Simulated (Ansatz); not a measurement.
ZnInNO (model structure, started from the AlSiCN type, P3m1, No. 156, 4 atoms in the cell)

The numbers are results of r²SCAN+SOC (Ansatz, a first-principles code, plane waves, PAW), not measurements.

Run with plane-wave cutoff 560 eV, 18×18×10 k mesh (along the axes of the cell as run), Fermi–Dirac smearing 0.05 eV, PAW data made under PBE.

Cell (relaxed with PBEsol):

InZnNO is taken in the trigonal space group P3m1 (No. 156), Pearson symbol hP4. Conventional cell: a = 3.439 Å, b = 3.439 Å, c = 5.396 Å, α = 90.00°, β = 90.00°, γ = 120.00°. In on 1b has 3 N at 2.091 Å and 1 O at 2.155 Å (tetrahedral). Zn on 1c has 1 N at 1.968 Å and 3 O at 2.079 Å (tetrahedral). O on 1b is coordinated by 3 Zn at 2.079 Å and 1 In at 2.155 Å (tetrahedral). N on 1c is coordinated by 1 Zn at 1.968 Å and 3 In at 2.091 Å (tetrahedral). (Neighbours: up to the widest gap in distance over summed covalent radii, below 1.35, at either atom; cation-cation and far metal-metal contacts left out.)

```yaml
band_gap: 0.28 eV (on the SCF k mesh)
```

Note: the relaxation could raise the start's symmetry but not lower it, so the cell can be a saddle point; cell and atoms aren't relaxed at this level (largest force component 0.07 eV/Å, pressure 0.8 GPa).

Static lattice: no zero-point or thermal effects.

The result took around 16 core-minutes (rough).

A model structure was made by putting elements into a prototype or built by hand; it is no filed structure, need not be a known phase, and can be a saddle point held by its symmetry.
